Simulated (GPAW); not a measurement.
GPAW 25.7.0, DFT, PBE, plane waves, PAW datasets of gpaw-data 1.0.1: rutile TiO2 (Ti4O8), 12 atoms. Basis and mesh were picked for this test and aren't claimed converged.

- cell: 9.19, 4.59, 2.96 Å; 90, 90, 90°
- task: scf
- mode.name: pw
- mode.ecut: 500 eV
- xc: PBE
- k mesh: 4×6×6
- kpts.gamma: true
- occupations.name: fermi-dirac
- occupations.width: 0.001 eV
- convergence.density (electrons an electron): 1e-05
- maxiter: 150
- parallel.kpt: 48
- parallel.band: 1
- parallel.domain: 1
- parallel.sl_auto: false
- parallel.augment_grids: true
- mixer.backend: pulay (default)
- mixer.method: separate (default)
- mixer.beta: 0.05 (default)
- mixer.nmaxold: 5 (default)
- mixer.weight: 50 (default)
- convergence.eigenstates (eV² an electron): 4e-08 (default)
- convergence.energy (eV an electron): 0.0005 (default)
- k-points after symmetry: 56
- bands: 62
- electrons: 96
- plane waves: 3212
- coarse grid: 48*24*16
- symmetry operations: 4

Hardware: Intel Xeon 6 (Granite Rapids), 96 cores on 1 socket, 2 hardware threads a core, 3 L3 cache groups, 3 NUMA nodes.

Each time is the median wall time of two to five repeats, run one at a time on the otherwise empty machine; start-up is included. Processes are pinned to neighbouring cores unless said otherwise. Build: conda-forge: Open MPI, OpenMP, OpenBLAS, FFTW, ScaLAPACK, ELPA. Other compilers and libraries give other times. Scratch files lie in a memory file system.

All on 48 ranks. Base settings, kept where nothing else is said: eigensolver.name = dav (default), eigensolver.niter = 2 (default) (eigensolver.blocksize not set). The settings tried:
- eigensolver.name = rmm-diis, eigensolver.niter = 3 (default), eigensolver.blocksize = 32
- eigensolver.name = rmm-diis, eigensolver.niter = 5
- the base settings
- eigensolver.niter = 1
- eigensolver.niter = 4
- eigensolver.niter = 3

Question: Name the extremes: fewest SCF iterations, shortest time, and any that don't converge.

Answer: Fewest SCF iterations: eigensolver.niter = 4 (24). Shortest time: eigensolver.niter = 1, 14 s. All converged.

| setting | SCF iterations | wall time |
|---|---|---|
| eigensolver.niter = 1 | 40 | 14 s |
| eigensolver.niter = 3 | 28 | 17 s |
| eigensolver.niter = 4 | 24 | 18 s |
| eigensolver.name = rmm-diis, eigensolver.niter = 3 (default), eigensolver.blocksize = 32 | 36 | 20 s |
| the base settings | 43 | 21 s |
| eigensolver.name = rmm-diis, eigensolver.niter = 5 | 29 | 22 s |

6 planned settings were not run, for want of time.
